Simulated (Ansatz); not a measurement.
Consider interstitial F in diamond, charge state -1. The step: a concerted move, in which F travels most; the atom moves 1.48 Å along (-0.29, 0.00, 0.29) of the unit cell; at the start the F atom holds a host C site and a host atom stands off its site; at the end the F atom holds a host C site and a host atom stands off its site; the moving atom starts with neighbours C at 1.29, C at 1.64, C at 1.93, 2 C at 1.99, 2 C at 2.19 Å and ends with C at 1.29, C at 1.64, C at 1.93, 2 C at 1.99, 2 C at 2.19 Å. DFT values are from Ansatz (plane-wave PAW, 420 eV unless said) in a cell of 64 host sites, spin-restricted, static, with no finite-size correction. The host's phase is taken as given; its stability against other phases was not computed. The charge state is imposed; whether it is stable for some Fermi level was not computed. Sites that were not tried may lie lower. For the PBE band: the program found a first-order saddle point.

```tsv
Level	Forward barrier (eV)	Cost of the band or of the saddle's single point
CHGNet universal potential (has no charge state), its own band	2.43	-
PBE, a 2×2×2 k-point mesh shifted by half a step, band relaxed	0.49	roughly 70 core-minutes
PBE, a 3×3×3 k-point mesh shifted by half a step, same geometries	0.46	around 90 core-seconds (rough)
r2SCAN at 500 eV, a 2×2×2 k-point mesh shifted by half a step, same geometries	?	about 70 core-seconds (a rough figure)
```

Q: Some entries are withheld; supply them.

A: 
- r2SCAN at 500 eV, a 2×2×2 k-point mesh shifted by half a step, same geometries, Forward barrier (eV): 0.57

Ansatz is an electronic-structure program.
